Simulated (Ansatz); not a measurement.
**Convergence series on ScF₃ (R-3, 8 atoms in the cell)**

```
CELL_PARAMETERS angstrom
      2.44211     1.40996     4.49187
     -2.44211     1.40996     4.49187
      0.00000    -2.81991     4.49187
ATOMIC_POSITIONS crystal
  Sc 0.33333 0.33333 0.33333
  Sc 0.66667 0.66667 0.66667
  F  0.08800 0.75500 0.42100
  F  0.42100 0.08800 0.75500
  F  0.75500 0.42100 0.08800
  F  0.91200 0.24500 0.57900
  F  0.57900 0.91200 0.24500
  F  0.24500 0.57900 0.91200
```

Level of theory: PBE (plane waves, PAW; Ansatz, a first-principles code).

The starting cell was generated: these elements placed on a structure prototype, without a prior relaxation; it need not be a known phase or ordering of this composition. In the base run, with a pressure of about 13 GPa the cell is away from its equilibrium volume at this level. In the base run, forces exceed 1 eV/Å. Ansatz's pressure includes its estimate of the finite-basis (Pulay) stress. The shifted mesh does not hold Γ, so a gap read on it misses any band edge there.

Held fixed: kpoints.mp_grid.grid = 6 6 6; kpoints.mp_grid.shift = 0.5 0.5 0.5; hamiltonian.xc = pbe; hamiltonian.pseudopotentials = {kind: paw} (the program's default PAW files); scf.occupations.method = fermi_dirac; scf.occupations.width = 0.1 eV.

ΔF is the free energy per atom less that of the last row (840 eV).

The first pressure column holds Ansatz's estimate of the finite-basis (Pulay) stress, which hides part of the cutoff error; the other is without it.

```json
[
 {"basis.ecutwfc": "170 eV", "ΔF (meV/atom)": "18208.0", "pressure (GPa)": "41.89", "largest force (eV/Å)": "2.717", "gap on the mesh (eV)": "4.735", "pressure at a fixed set of plane waves (GPa)": "-669.33", "plane waves": "465", "iterations": "8"},
 {"basis.ecutwfc": "210 eV", "ΔF (meV/atom)": "6450.2", "pressure (GPa)": "13.30", "largest force (eV/Å)": "1.518", "gap on the mesh (eV)": "5.727", "pressure at a fixed set of plane waves (GPa)": "-316.18", "plane waves": "641", "iterations": "8"},
 {"basis.ecutwfc": "250 eV", "ΔF (meV/atom)": "2200.6", "pressure (GPa)": "7.09", "largest force (eV/Å)": "1.579", "gap on the mesh (eV)": "5.726", "pressure at a fixed set of plane waves (GPa)": "-133.08", "plane waves": "845", "iterations": "8"},
 {"basis.ecutwfc": "295 eV", "ΔF (meV/atom)": "594.8", "pressure (GPa)": "11.81", "largest force (eV/Å)": "1.183", "gap on the mesh (eV)": "5.652", "pressure at a fixed set of plane waves (GPa)": "-38.45", "plane waves": "1057", "iterations": "7"},
 {"basis.ecutwfc": "335 eV", "ΔF (meV/atom)": "154.8", "pressure (GPa)": "13.37", "largest force (eV/Å)": "1.121", "gap on the mesh (eV)": "5.619", "pressure at a fixed set of plane waves (GPa)": "-3.86", "plane waves": "1279", "iterations": "7"},
 {"basis.ecutwfc": "380 eV", "ΔF (meV/atom)": "26.3", "pressure (GPa)": "13.34", "largest force (eV/Å)": "1.115", "gap on the mesh (eV)": "5.640", "pressure at a fixed set of plane waves (GPa)": "9.45", "plane waves": "1581", "iterations": "7"},
 {"basis.ecutwfc": "420 eV", "ΔF (meV/atom)": "4.8", "pressure (GPa)": "13.32", "largest force (eV/Å)": "1.107", "gap on the mesh (eV)": "5.638", "pressure at a fixed set of plane waves (GPa)": "12.59", "plane waves": "1809", "iterations": "6"},
 {"basis.ecutwfc": "485 eV", "ΔF (meV/atom)": "1.63", "pressure (GPa)": "13.33", "largest force (eV/Å)": "1.105", "gap on the mesh (eV)": "5.637", "pressure at a fixed set of plane waves (GPa)": "13.32", "plane waves": "2237", "iterations": "6"},
 {"basis.ecutwfc": "545 eV", "ΔF (meV/atom)": "1.23", "pressure (GPa)": "13.32", "largest force (eV/Å)": "1.105", "gap on the mesh (eV)": "5.637", "pressure at a fixed set of plane waves (GPa)": "13.27", "plane waves": "2669", "iterations": "6"},
 {"basis.ecutwfc": "630 eV", "ΔF (meV/atom)": "0.65", "pressure (GPa)": "13.31", "largest force (eV/Å)": "1.106", "gap on the mesh (eV)": "5.637", "pressure at a fixed set of plane waves (GPa)": "13.29", "plane waves": "3313", "iterations": "6"},
 {"basis.ecutwfc": "735 eV", "ΔF (meV/atom)": "0.48", "pressure (GPa)": "13.30", "largest force (eV/Å)": "1.106", "gap on the mesh (eV)": "5.637", "pressure at a fixed set of plane waves (GPa)": "13.29", "plane waves": "4171", "iterations": "6"},
 {"basis.ecutwfc": "840 eV", "ΔF (meV/atom)": "0.00", "pressure (GPa)": "13.30", "largest force (eV/Å)": "1.105", "gap on the mesh (eV)": "5.637", "pressure at a fixed set of plane waves (GPa)": "13.26", "plane waves": "5133", "iterations": "6"}
]
```

Pressure within 0.2 GPa of the last row: from basis.ecutwfc = 335 eV on; the one before it is off by 1.5 GPa. The value it settles on is 13.3 GPa at this level of theory and with the other settings as held.

Gap on the mesh within 0.01 eV of the last row: from basis.ecutwfc = 380 eV on; the one before it is off by 0.019 eV. The value it settles on is 5.637 eV at this level of theory and with the other settings as held.

Gaps are taken between levels on the mesh.

Keys are those of Ansatz 0.2.
